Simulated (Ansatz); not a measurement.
The parent structure is Rh in the fcc (Cu type) structure (space group Fm-3m, No. 225; a = 3.755 Å; relaxed with 0.1 eV smearing).

All numbers come from LDA, PAW, 420 eV (Ansatz, a first-principles code; no SOC).

Base values:

| Item | Value |
|---|---|
| Pressure | 0.0 GPa |

One thing is altered: an isotropic linear strain of −2.50 %, atoms relaxed at fixed cell.

**Question.** Estimate the effect on the pressure.

**Answer.** The pressure goes from zero to 29.0 GPa.

**Question.** Estimate the effect on the energy relative to the base.

**Answer.** The energy increases by 81 meV/atom.

Whether these cells are dynamically stable was not tested. All final runs are without spin polarisation.
